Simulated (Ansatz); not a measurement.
## Response to strain in SnTe

Take SnTe in the rock salt structure (space group Fm-3m, No. 225; a = 6.371 Å) as the base. Axes: x, y, z lie along the cube axes.

Strains are applied to the cell and any free atomic positions relax; under biaxial strain the out-of-plane vector relaxes too.

Calculations: plane-wave PAW DFT at the r2SCAN level (Ansatz, an electronic-structure program, 500 eV), no spin-orbit coupling, earlier PAW set.

Notes on the quantities. pressure: mean of the normal stresses, compression positive; energy relative to the base: free energy F.

```json
[
 {"change": "base", "volume per atom": "32.33 Å³", "pressure": "0.0 GPa", "energy relative to the base": "0 meV/atom", "space group": "Fm-3m (No. 225)", "band gap": "0.13 eV"},
 {"change": "biaxial strain −2.20 %, plane normal [001], relaxed out of plane", "volume per atom": "30.95 Å³", "pressure": "2.2 GPa", "energy relative to the base": "+14 meV/atom", "space group": "I4/mmm (No. 139)", "band gap": "zero"},
 {"change": "biaxial strain +0.51 %, plane normal [001], relaxed out of plane", "volume per atom": "32.65 Å³", "pressure": "-4.2 kbar", "energy relative to the base": "+0.7 meV/atom", "space group": "I4/mmm (No. 139)", "band gap": "0.16 eV"},
 {"change": "biaxial strain +0.92 %, plane normal [111], relaxed out of plane", "volume per atom": "32.64 Å³", "pressure": "-0.4 GPa", "energy relative to the base": "+1.2 meV/atom", "space group": "R-3m (No. 166)", "band gap": "zero"},
 {"change": "isotropic strain −1.05 %", "volume per atom": "31.32 Å³", "pressure": "1.5 GPa", "energy relative to the base": "+4.6 meV/atom", "space group": "Fm-3m (No. 225)", "band gap": "zero"},
 {"change": "isotropic strain +0.17 %", "volume per atom": "32.49 Å³", "pressure": "-2.2 kbar", "energy relative to the base": "+0.1 meV/atom", "space group": "Fm-3m (No. 225)", "band gap": "0.15 eV"},
 {"change": "isotropic strain +1.05 %", "volume per atom": "33.36 Å³", "pressure": "-12.9 kbar", "energy relative to the base": "+4.3 meV/atom", "space group": "Fm-3m (No. 225)", "band gap": "0.22 eV"},
 {"change": "isotropic strain +5.85 %", "volume per atom": "38.34 Å³", "pressure": "-51.7 kbar", "energy relative to the base": "+113 meV/atom", "space group": "Fm-3m (No. 225)", "band gap": "0.57 eV"},
 {"change": "uniaxial strain ε_yy = −2.98 %", "volume per atom": "31.36 Å³", "pressure": "1.6 GPa", "energy relative to the base": "+13 meV/atom", "space group": "I4/mmm (No. 139)", "band gap": "zero"},
 {"change": "tensor shear ε_yz = −0.71 %", "volume per atom": "32.33 Å³", "pressure": "0.0 GPa", "energy relative to the base": "+0.4 meV/atom", "space group": "Immm (No. 71)", "band gap": "zero"}
]
```

With Te present, leaving out spin-orbit coupling can change the band edges. Stability against distortions was not tested. All final runs are without spin polarisation. Gaps under 0.05 eV, about the width of the smearing, are given as zero. The zero or small gap of SnTe can change with the level of theory.
